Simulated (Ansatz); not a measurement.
Structures of equal composition on the (111) surface of fcc Al: a pseudomorphic layer of Nb in the host's stacking; a pseudomorphic layer of Nb in the other hollow. The slabs share one bottom face, and each structure is named by its start. These are constructed structures in small cells; real faces may alloy, dewet or reconstruct in larger ones, and not all known structures of the face are among them. Slabs of about 12 Å, Fermi-Dirac smearing of 0.1 eV. Bottom of the slabs: a bare face, its two planes held. Relaxed from the named starts with such symmetry as they have, on meshes of like density; energies extrapolated to zero smearing; spin only where a row says so; no spin-orbit coupling, no U. Brackets mark spin-polarised runs, whose order is one that fits the cell.

Calculation: PBE (plane waves to 420 eV, PAW; Ansatz, an electronic-structure program).

**Question.** Order them by energy per 1x1 cell (lowest first) at the level PBE.

**Answer.** a pseudomorphic layer of Nb in the host's stacking (0.000 eV), a pseudomorphic layer of Nb in the other hollow (0.061 eV)
